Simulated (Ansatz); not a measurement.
We consider ZnO (P4₂/mnm, No. 136, 8 atoms in the cell; start mp-1093993; a measured phase of this formula has another space group), described by PBE0 (Ansatz, a first-principles code, plane waves, PAW).

Input file:

Ansatz 0.2 input:
```yaml
crystal:
  lattice:
    - [5.5155575856, 0.0, 0.0]
    - [0.0, 5.5155575856, 0.0]
    - [0.0, 0.0, 3.2398404962]
  atoms:
    - { symbol: Zn, position: [0.1819264046, 0.1819264046, 0.5] }
    - { symbol: Zn, position: [0.8180735954, 0.8180735954, 0.5] }
    - { symbol: Zn, position: [0.3180735954, 0.6819264046, 0.0] }
    - { symbol: Zn, position: [0.6819264046, 0.3180735954, 0.0] }
    - { symbol: O, position: [0.8181018817, 0.1818981183, 0.5] }
    - { symbol: O, position: [0.1818981183, 0.8181018817, 0.5] }
    - { symbol: O, position: [0.3181018817, 0.3181018817, 0.0] }
    - { symbol: O, position: [0.6818981183, 0.6818981183, 0.0] }
basis:
  ecutwfc: 460
  ecutrho_ratio: 4
  xc_grid: 2
kpoints:
  mp_grid: { grid: [4, 4, 8] }
hamiltonian:
  xc: pbe0
  dispersion: none
  pseudopotentials: { kind: paw }
scf:
  occupations: { method: fermi_dirac, width: 0.01 }
  convergence: { dr2_threshold: 0.0000000008 }
output:
  forces: true
  stress: true
  eigenvalues: true
```

Problem. How many irreducible k-points, plane waves at Γ does the program set up, and what pressure does the run end with?

Solution. 30 irreducible k-points, 2239 plane waves at Γ; P = 1.72 GPa, so the cell is compressed on average and its volume would grow at this level.

Output (set-up and result lines):

```
WARN output.stress: scf.exx.energy_threshold = 1e-6 eV is looser than the 8e-8 eV advised for a stress under a hybrid functional (1e-8 eV for each atom of the …
Crystal: 8 atoms, lattice volume = 98.560 Å³
Basis set: ecut = 460 eV, 2239 PW (Γ), exchange–correlation on 80×80×48 points (8 copies of the dense FFT grid, shifted against one another)
Bands: 44, of which v1, the nominal top of the filled ones, is band 36 counted from 1 (35 counted from 0)
Symmetry: 16 space group operations
Space group: P42/mnm (ITA 136), of the structure as read, at distance tolerance 4.6e-5 Å
k-points: 30 of 128
Functional: x = pbe(κ = 0.804, μ = 0.2195149727645171), c = pbe(β = 0.06672455060314922), warm-up for x = 0.75 pbe(κ = 0.804, μ = 0.2195149727645171) + 0.25 exact, c = pbe(β = 0.06672455060314922)
SCF iter   1: F=—  HF=-15547.175696 eV  |F-HF|=—  |Δ(HF+E_count)|=         —  Δρ=3.29e-3  dr2=5.89e-3
SCF iter   2: F=—  HF=-15547.175147 eV  |F-HF|=—  |Δ(HF+E_count)|=   5.49e-4  Δρ=1.50e-3  dr2=1.23e-3
  ...
Crystal: 8 atoms, lattice volume = 98.560 Å³
Initial density: handed on by an earlier stage of this run
Functional: x = 0.75 pbe(κ = 0.804, μ = 0.2195149727645171) + 0.25 exact, c = pbe(β = 0.06672455060314922)
Crystal: 8 atoms, lattice volume = 98.560 Å³
SCF iter   5: F=—  HF=-15547.286771 eV  |F-HF|=—  |Δ(HF+E_count)|=   7.49e-8  Δρ=3.86e-6  dr2=7.23e-9
SCF iter   6: F=-15547.286771 eV  HF=-15547.286771 eV  |F-HF|=6.91e-11  |Δ(HF+E_count)|=   3.25e-9  Δρ=2.85e-7  dr2=2.54e-10
SCF 3 converged in 6 iterations: F = -15547.286771 eV  dr2 = 2.54e-10
Free energy (F): -15547.286771 eV
Internal energy: -15547.286771 eV  (E = F + TS)
E sigma→0 (E₀):  -15547.286771 eV
Fermi energy:    6.814397 eV
--- Stress (GPa, compression-positive) ---
        1.637621       0.000000       0.000000
        0.000000       1.637621       0.000000
        0.000000       0.000000       1.886196
  P = ⅓ Tr σ = 1.7205 GPa (17.205 kbar)
```

The PAW data were made under PBE.

Note: cell and atoms aren't relaxed at this level (pressure 1.7 GPa).

Cost on a shared machine: around 3 core-minutes (rough).

A start named mp-… is a Materials Project structure, which need not be a measured phase.
